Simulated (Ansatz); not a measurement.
# ZnS, response to strain

Start from ZnS in the zinc blende structure (space group F-43m, No. 216).

```yaml
crystal:
  lattice:
    - [0.00000, 2.64841, 2.64841]
    - [2.64841, 0.00000, 2.64841]
    - [2.64841, 2.64841, 0.00000]
  atoms:
    - { symbol: Zn, position: [0.00000, 0.00000, 0.00000] }
    - { symbol: S, position: [0.75000, 0.75000, 0.75000] }
```

Cartesian axes are those of the cell as printed.

Strains are applied to the cell and any free atomic positions relax; under biaxial strain the out-of-plane vector relaxes too.

All numbers come from Ansatz (a quantum-chemistry and plane-wave program) LDA, spin-orbit coupling left out.

```csv
variant,ratio −ε⊥/ε∥,electron mass
base,–,0.17 mₑ (at Γ)
"biaxial strain −2.50 %, plane normal [111], relaxed out of plane",0.69,"0.15 mₑ out of plane, 0.19 mₑ in plane (at Γ)"
"biaxial strain −2.08 %, plane normal [111], relaxed out of plane",0.68,"0.15 mₑ out of plane, 0.18 mₑ in plane (at Γ)"
"biaxial strain −1.25 %, plane normal [111], relaxed out of plane",0.67,"0.16 mₑ out of plane, 0.18 mₑ in plane (at Γ)"
"biaxial strain −0.83 %, plane normal [111], relaxed out of plane",0.67,"0.16 mₑ out of plane, 0.17 mₑ in plane (at Γ)"
"biaxial strain +0.42 %, plane normal [111], relaxed out of plane",–,0.17 mₑ (at Γ)
"biaxial strain +0.83 %, plane normal [111], relaxed out of plane",0.66,"0.17 mₑ out of plane, 0.16 mₑ in plane (at Γ)"
"biaxial strain +1.25 %, plane normal [111], relaxed out of plane",0.65,"0.17 mₑ out of plane, 0.16 mₑ in plane (at Γ)"
"biaxial strain +1.67 %, plane normal [111], relaxed out of plane",0.65,"0.17 mₑ out of plane, 0.16 mₑ in plane (at Γ)"
"biaxial strain +2.50 %, plane normal [111], relaxed out of plane",0.64,"0.18 mₑ out of plane, 0.15 mₑ in plane (at Γ)"
```

The levels and masses belong to the bands next to the band gap. Masses are band curvatures over ±0.01 Å⁻¹ around the edge. Whether these cells are dynamically stable was not tested.
